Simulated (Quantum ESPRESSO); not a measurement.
# Parameter sweep on La3S4 (I-43d, 14 atoms in the cell)

```yaml
crystal:
  lattice:
    - [-4.37444, 4.37444, 4.37444]
    - [4.37444, -4.37444, 4.37444]
    - [4.37444, 4.37444, -4.37444]
  atoms:
    - { symbol: La, position: [0.87500, 0.12500, 0.75000] }
    - { symbol: La, position: [0.62500, 0.37500, 0.25000] }
    - { symbol: La, position: [0.75000, 0.87500, 0.12500] }
    - { symbol: La, position: [0.25000, 0.62500, 0.37500] }
    - { symbol: La, position: [0.12500, 0.75000, 0.87500] }
    - { symbol: La, position: [0.37500, 0.25000, 0.62500] }
    - { symbol: S, position: [0.64924, 0.64924, 0.64924] }
    - { symbol: S, position: [0.35076, 0.50000, 0.00000] }
    - { symbol: S, position: [0.50000, 0.00000, 0.85076] }
    - { symbol: S, position: [0.00000, 0.35076, 0.50000] }
    - { symbol: S, position: [0.85076, 0.50000, 0.00000] }
    - { symbol: S, position: [0.14924, 0.14924, 0.14924] }
    - { symbol: S, position: [0.00000, 0.85076, 0.50000] }
    - { symbol: S, position: [0.50000, 0.00000, 0.35076] }
```

Base run A: PBEsol, GBRV 1.5 ultrasoft (PBESOL) pseudopotentials (Quantum ESPRESSO 7.5), self-consistent single point.

Its settings: ecutwfc = 40 Ry; ecutrho = 200 Ry; occupations = smearing; smearing = gauss; degauss = 0.0099958 Ry; potentials = {La: la_pbesol_v1.uspp.F.UPF, S: s_pbesol_v1.4.uspp.F.UPF}; K_POINTS = automatic 5 5 5 0 0 0; conv_thr = 1e-11 Ry; mixing_beta = 0.7.

The starting cell comes from a database of computed structures (which also holds hypothetical and non-ambient phases and stackings), without a prior relaxation at this level. In the base run, with a pressure of about -4 GPa the cell is away from its equilibrium volume at this level.

Run A gave: pressure (GPa) -3.52; largest force (eV/Å) 0.042.

Runs:
- B: pseudopotentials: {La: la_pbesol_v1.uspp.F.UPF, S: s_pbesol_v1.4.uspp.F.UPF} → {La: la_lda_v1.uspp.F.UPF, S: s_lda_v1.4.uspp.F.UPF} [LDA (PZ)]
- C: pseudopotentials: {La: la_pbesol_v1.uspp.F.UPF, S: s_pbesol_v1.4.uspp.F.UPF} → {La: la_pbe_v1.uspp.F.UPF, S: s_pbe_v1.4.uspp.F.UPF}; input_dft: default → blyp [BLYP]
- D: pseudopotentials: {La: la_pbesol_v1.uspp.F.UPF, S: s_pbesol_v1.4.uspp.F.UPF} → {La: la_pbe_v1.uspp.F.UPF, S: s_pbe_v1.4.uspp.F.UPF}; input_dft: default → wc [Wu-Cohen GGA]
- E: pseudopotentials: {La: la_pbesol_v1.uspp.F.UPF, S: s_pbesol_v1.4.uspp.F.UPF} → {La: la_pbe_v1.uspp.F.UPF, S: s_pbe_v1.4.uspp.F.UPF}; input_dft: default → vdw-df2 [vdW-DF2]
- F: pseudopotentials: {La: la_pbesol_v1.uspp.F.UPF, S: s_pbesol_v1.4.uspp.F.UPF} → {La: la_pbe_v1.uspp.F.UPF, S: s_pbe_v1.4.uspp.F.UPF}; input_dft: default → vdw-df-cx [vdW-DF-cx]

Question: What does run C change against A?

Answer: The pressure goes from -3.52 to 4.80 GPa and the largest force goes from 0.042 to 0.010 eV/Å.

Question: What does run B change against A?

Answer: The pressure goes from -3.52 to -5.29 GPa and the largest force goes from 0.042 to 0.033 eV/Å.

```json
[
 {"run": "A", "pressure (GPa)": "-3.52", "largest force (eV/Å)": "0.042"},
 {"run": "B", "pressure (GPa)": "-5.29", "largest force (eV/Å)": "0.033"},
 {"run": "C", "pressure (GPa)": "4.80", "largest force (eV/Å)": "0.010"},
 {"run": "D", "pressure (GPa)": "-3.24", "largest force (eV/Å)": "0.049"},
 {"run": "E", "pressure (GPa)": "6.94", "largest force (eV/Å)": "0.027"},
 {"run": "F", "pressure (GPa)": "-2.90", "largest force (eV/Å)": "0.047"}
]
```

Left out of this page: 3 runs of the series held back from this collection.
